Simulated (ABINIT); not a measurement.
## ABINIT run on CdF2 (Fm-3m, 3 atoms in the cell): self-consistent single point

Method: LDA (PW92), PAW (JTH v2.0 LDA PAW) (plane waves; ABINIT).

This input was run:

```
# CdF2, JTH v2.0 LDA PAW
pp_dirpath "./"
pseudos "Cd.LDA_PW-JTH.xml, F.LDA_PW-JTH.xml"
acell 7.1807166969 7.1807166969 7.1807166969
rprim
         0.0000000000    0.7071067812    0.7071067812
         0.7071067812    0.0000000000    0.7071067812
         0.7071067812    0.7071067812   -0.0000000000
natom 3
ntypat 2
znucl 48 9
typat 1 2 2
xred
         0.0000000000    0.0000000000    0.0000000000
         0.2500000000    0.2500000000    0.2500000000
         0.7500000000    0.7500000000    0.7500000000
ecut 48 Ry
pawecutdg 96 Ry
pawxcdev 0
occopt 3
tsmear 0.00073499
nband 18
kptopt 1
ngkpt 5 5 5
nshiftk 1
shiftk 0 0 0
nstep 50
toldfe 1.0e-09
prtwf 0
prtden 0
prtvol 1
enunit 1
```

Log, with long lists cut:

```
 Symmetries : space group Fm -3 m (#225); Bravais cF (face-center cubic)

 -outvars: echo values of preprocessed input variables --------
            acell      7.1807166969E+00  7.1807166969E+00  7.1807166969E+00 Bohr
             ecut      2.40000000E+01 Hartree
           enunit           1
              ixc       -1012
         kptrlatt        5    0    0      0    5    0      0    0    5
          kptrlen      3.59035835E+01
            natom           3
            nband          18
            ngfft          32      32      32
          ngfftdg          48      48      48
             nkpt          10
            nstep          50
             nsym          48
           ntypat           2
           occopt           3
        pawecutdg      4.80000000E+01 Hartree
         pawxcdev           0
            rprim      0.0000000000E+00  7.0710678120E-01  7.0710678120E-01
                       7.0710678120E-01  0.0000000000E+00  7.0710678120E-01
                       7.0710678120E-01  7.0710678120E-01 -0.0000000000E+00
          spgroup         225
           toldfe      1.00000000E-09 Hartree
           tsmear      7.34990000E-04 Hartree
            typat      1  2  2
           useylm           1
             xred      0.0000000000E+00  0.0000000000E+00  0.0000000000E+00
                       2.5000000000E-01  2.5000000000E-01  2.5000000000E-01
                       7.5000000000E-01  7.5000000000E-01  7.5000000000E-01
            znucl       48.00000    9.00000

== DATASET  1 ==================================================================

 Real(R)+Recip(G) space primitive vectors, cartesian coordinates (Bohr,Bohr^-1):
 R(1)=  0.0000000  5.0775335  5.0775335  G(1)= -0.0984730  0.0984730  0.0984730
 R(2)=  5.0775335  0.0000000  5.0775335  G(2)=  0.0984730 -0.0984730  0.0984730
 R(3)=  5.0775335  5.0775335  0.0000000  G(3)=  0.0984730  0.0984730 -0.0984730
 Unit cell volume ucvol=  2.6181130E+02 bohr^3
 Angles (23,13,12)=  6.00000000E+01  6.00000000E+01  6.00000000E+01 degrees

 Coarse grid specifications (used for wave-functions):

 getcut: wavevector=  0.0000  0.0000  0.0000  ngfft=  32  32  32
         ecut(hartree)=     24.000   => boxcut(ratio)=   2.02074

 Fine grid specifications (used for densities):

 getcut: wavevector=  0.0000  0.0000  0.0000  ngfft=  48  48  48
         ecut(hartree)=     48.000   => boxcut(ratio)=   2.14332

   9.38963502E+02                                ecore*ucvol(ha*bohr**3)

_setup2: Arith. and geom. avg. npw (full set) are    1472.056    1472.048

--- !BeginCycle
solver: {iscf: 17, nstep: 50, nline: 4, wfoptalg: 10, }
tolerances: {toldfe: 1.00E-09, }
...

     iter   Etot(hartree)      deltaE(h)  residm     nres2
 ETOT  1  -96.403786049892    -9.640E+01 2.549E-01 2.256E+01
 ETOT  2  -96.499307359905    -9.552E-02 1.099E-02 1.069E+01
 ETOT  3  -96.491503879729     7.803E-03 1.257E-02 5.763E-01
 ETOT  4  -96.490880172232     6.237E-04 8.548E-03 6.484E-02
 ETOT  5  -96.490818677349     6.149E-05 1.051E-02 2.828E-03
 ETOT  6  -96.490823404109    -4.727E-06 1.405E-02 4.164E-04
 ETOT  7  -96.490823652123    -2.480E-07 1.333E-02 8.914E-06
 ETOT  8  -96.490823743141    -9.102E-08 1.104E-02 1.521E-06
 ETOT  9  -96.490823745337    -2.197E-09 8.402E-03 9.868E-08
 ETOT 10  -96.490823745529    -1.917E-10 5.057E-03 2.534E-09
 ETOT 11  -96.490823745529     2.842E-14 3.138E-03 1.497E-10

 At SCF step   11, etot is converged :
  for the second time, diff in etot=  2.842E-14 < toldfe=  1.000E-09

 Cartesian components of stress tensor (hartree/bohr^3)
  sigma(1 1)=  1.87675444E-04  sigma(3 2)=  0.00000000E+00
  sigma(2 2)=  1.87675444E-04  sigma(3 1)=  0.00000000E+00
  sigma(3 3)=  1.87675444E-04  sigma(2 1)=  0.00000000E+00

 ----iterations are completed or convergence reached----

 reduced coordinates (array xred) for    3 atoms
       0.000000000000      0.000000000000      0.000000000000
       0.250000000000      0.250000000000      0.250000000000
       0.750000000000      0.750000000000      0.750000000000
 cartesian forces (eV/Angstrom) at end:
    1     -0.00000000000000     0.00000000000000     0.00000000000000
    2     -0.00000000000000    -0.00000000000000     0.00000000000000
    3      0.00000000000000     0.00000000000000    -0.00000000000000
 frms,max,avg= 2.4727800E-29 4.4383815E-29   0.000E+00  0.000E+00  0.000E+00 e/A
 length scales=  7.180716696900  7.180716696900  7.180716696900 bohr
              =  3.799871617341  3.799871617341  3.799871617341 angstroms
 Fermi (or HOMO) energy (eV) =   2.18778   Average Vxc (eV)= -10.64935
 Eigenvalues (   eV  ) for nkpt=  10  k points:
 kpt#   1, nband= 18, wtk=  0.00800, kpt=  0.0000  0.0000  0.0000 (reduced coord)
 -19.42345  -18.22887   -4.54307   -4.54307   -4.54307   -3.22232   -3.22232    0.05995
   0.05995    0.05995    0.64906    0.64906    0.64906    3.90824   13.42419   13.42419
  13.42419   18.86317
 prteigrs : prtvol=0 or 1, do not print more k-points.

--- !EnergyTerms
comment             : Components of total free energy in Hartree
kinetic             :  3.20016346666410E+01
hartree             :  2.34480357684249E+01
xc                  : -9.72981026120760E+00
Ewald energy        : -7.31546596041278E+01
psp_core            :  3.58641325438513E+00
local_psp           : -7.47994275407139E+01
spherical_terms     :  2.15699326188044E+00
internal            : -9.64908204547178E+01
'-kT*entropy'       :  8.15359274182765E-16
total_energy        : -9.64908204547178E+01
total_energy_eV     : -2.62564875435967E+03
...

-Cartesian components of stress tensor (GPa)         [Pressure= -5.5216E+00 GPa]
- sigma(1 1)=  5.52160127E+00  sigma(3 2)=  0.00000000E+00
- sigma(2 2)=  5.52160127E+00  sigma(3 1)=  0.00000000E+00
- sigma(3 3)=  5.52160127E+00  sigma(2 1)=  0.00000000E+00

 Calculation completed.
```

The run converged in 11 iterations.

The starting cell has typed, rounded lattice constants, without a prior relaxation at this level. Its lattice was rescaled by up to half a per cent. With a pressure of about -6 GPa the cell is away from its equilibrium volume at this level.
